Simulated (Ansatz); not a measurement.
## What biaxial strain +0.93 %, plane normal [001], relaxed out of plane does to Be2Si

Take Be2Si (space group Fm-3m, No. 225; a = 5.260 Å; a model cell, its experimental status unchecked; relaxed with 0.1 eV smearing) as the base. Axes: x, y, z lie along the cube axes.

Modification: tensile biaxial strain of 0.93 % in the plane normal to [001], as in epitaxy on a mismatched substrate; the out-of-plane cell vector and the atoms relax.

The values are results of PBEsol (Ansatz, a first-principles code, PAW, no spin-orbit coupling), not measurements. Γ-centred 19×19×19 mesh, Fermi–Dirac width 0.1 eV.

* **Volume per atom**: 12.21 Å³ (base 12.13 Å³)
* **Space group**: I4/mmm (No. 139) (base Fm-3m (No. 225))
* **Shortest interatomic distance**: 2.283 Å (base 2.278 Å)
* **Energy relative to the base (free energy F)**: +0.7 meV/atom
* **Pressure (mean of the normal stresses, compression positive)**: -0.7 GPa (base 0.0 GPa)
* **Band gap**: zero (base zero)
* **Out-of-plane strain**: -1.18 %
* **Ratio −ε⊥/ε∥**: 1.27
* **Mean in-plane stress (compression positive)**: -1.0 GPa

Final structure (turned so that z lies along the plane normal):

```
Be2Si
1.0
    3.75412     0.00000     0.00000
    0.00000     3.75412     0.00000
    1.87706    -1.87706     2.59912
Si Be
1 2
Direct
  0.00000   0.00000   0.00000
  0.75000   0.75000   0.50000
  0.25000   0.25000   0.50000
```

Cost of the whole job for the changed cell (relaxation, final SCF and bands): around 28 core-seconds (rough).

Stability against distortions was not tested. The final runs are not spin-polarised.
